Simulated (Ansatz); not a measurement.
For CdBr2 (P6₃mc, No. 186), LDA (plane waves, PAW; Ansatz, an electronic-structure program) gives:

| Quantity | Result |
|---|---|
| lattice parameter a | 3.913 Å |
| c axis length | 12.207 Å |

**Question.** What does r²SCAN-D4 in Ansatz (PAW) give for the same quantities?

**Answer.** 
- lattice constant a: 3.995 Å (goes up by 2.1 %)
- lattice parameter c: 12.710 Å (goes up by 4.1 %)

Changes are worked out from the printed values.

Unless a cell is named, each level is at its own relaxed cell (LDA 26.98, r²SCAN-D4 29.28 Å³/atom).

Ansatz's density-functional and Hartree–Fock values are scalar-relativistic unless marked +SOC, with PAW data made under PBE.
